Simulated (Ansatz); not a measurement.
**Pressure series in HgTe**

The reference is HgTe in the zinc blende structure (space group F-43m, No. 216; a = 6.6507 Å).

Cell and atoms are relaxed at each pressure.

The values are results of PBE in Ansatz (plane waves to 420 eV, PAW, no spin-orbit coupling), not measurements.

```
P (GPa)  V (Å³/atom)
-------  -----------
-2.00         39.446
-1.01         37.974
0.89          35.888
2.10          34.856
4.49          33.237
9.00          31.029
15.00         28.994
22.50         27.184
30.00         25.828
```

A third-order Birch–Murnaghan fit to these points gives V₀ = 36.78 Å³/atom, B₀ = 34 GPa and B₀′ = 5.1. At pressure 30 GPa the volume is 70.2 % of V₀.

Measured bulk modulus of HgTe: 42.3 GPa (temperature not stated; as listed in Cormac Toher et al., Physical Review Materials (2017)); the computed value is for a static lattice, so the two differ by thermal effects too.

Load acts through the strain it causes; cell and atoms are relaxed under it. No phonon test of stability was made. Tetrahedral semiconductors of this kind turn to denser phases somewhere between about 1 and 50 GPa; those were not computed, so compressed cells here can lie past the real transition. All final runs are without spin polarisation.

Ansatz is a first-principles code.
